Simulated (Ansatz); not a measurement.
Start from AlHO2 (space group Pnnm, No. 58; a = 4.160 Å, b = 4.694 Å, c = 2.840 Å; a cell from a computed database, its experimental status unchecked).

One thing is altered: a negative pressure, −2 GPa.

Levels (all Ansatz, a first-principles code, PAW): PBEsol (420 eV, no spin-orbit coupling); HSE06 (420 eV, no SOC).

The geometry is relaxed with PBEsol.

- PBEsol lowest conduction level above the VBM at special points = Γ 5.97 eV; X 8.42 eV; Y 8.64 eV

### Question
What does HSE06 give at this geometry for the lowest conduction level above the VBM at special points?

### Answer
The lowest conduction level above the VBM at special points goes from Γ 5.97 eV; X 8.42 eV; Y 8.64 eV to Γ 7.87 eV; X 10.44 eV; Y 10.67 eV.

Single points use the geometry relaxed with PBEsol. The levels and masses belong to the bands next to the band gap. Load acts through the strain it causes; cell and atoms are relaxed under it. Stability against distortions was not tested.
